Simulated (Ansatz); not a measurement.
System: interstitial Na in bixbyite In2O3 (charge state +1). Method: PBE, PAW (plane waves to 420 eV; Ansatz, an electronic-structure program).

Cell of 80 host sites held at the relaxed PBE lattice; one k-point at (0.250, 0.250, 0.250); Fermi-Dirac width 0.01 eV, spin-restricted; finite-size errors left in. Static, classical nuclei. The charge state is imposed; whether it is stable for some Fermi level was not computed. Sites that were not tried may lie lower.

Barriers: single points on a 2×2×2 k-point mesh shifted by half a step at the bands' geometries.

The step: one Na atom jumps by itself; the atom moves 2.15 Å along (-0.12, -0.12, -0.12) of the unit cell; the moving atom starts with neighbours 3 In at 2.62, In at 2.63; 3 O at 2.30, 3 O at 2.35 Å and ends with 6 In at 2.73; 6 O at 2.27 Å.

Task: Give the migration barrier of this step at the level PBE, PAW.

Result: 0.59 eV forward and 0.57 eV backward. At the saddle the moving atom has neighbours 3 In at 2.57; 3 O at 2.17 Å. The saddle point's order was not checked, and it lies on a symmetry element of the cell, where a band can be held.
